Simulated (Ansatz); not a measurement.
Given:

```yaml
crystal:
  lattice:
    - [0.00000, 2.55874, 2.55874]
    - [2.55874, 0.00000, 2.55874]
    - [2.55874, 2.55874, 0.00000]
  atoms:
    - { symbol: O, position: [0.75000, 0.75000, 0.75000] }
    - { symbol: Hg, position: [0.00000, 0.00000, 0.00000] }
```

No spin polarisation.

Level of theory: PBEsol in Ansatz (plane waves to 420 eV, PAW, spin-orbit coupling left out). Γ-centred 15×15×15 mesh, Fermi–Dirac width 0.05 eV.

Q: Predict the band gap.

A: Zero.

Q: Predict the pressure.

A: 4.8 GPa.

Q: Estimate the space group.

A: F-43m (No. 216).

Spin-orbit coupling, missing from the scalar runs, can matter with Hg. The cells carry an imposed strain or load. Stability against distortions was not tested. All final runs are without spin polarisation. The cell was made from HgO in the zinc blende structure (space group F-43m, No. 216; a hypothetical phase, not in the database extracts checked) by this change: isotropic strain −1.51 %. A zero or small gap of HgO can be the functional's error rather than a property of the material.

Ansatz is an electronic-structure program.
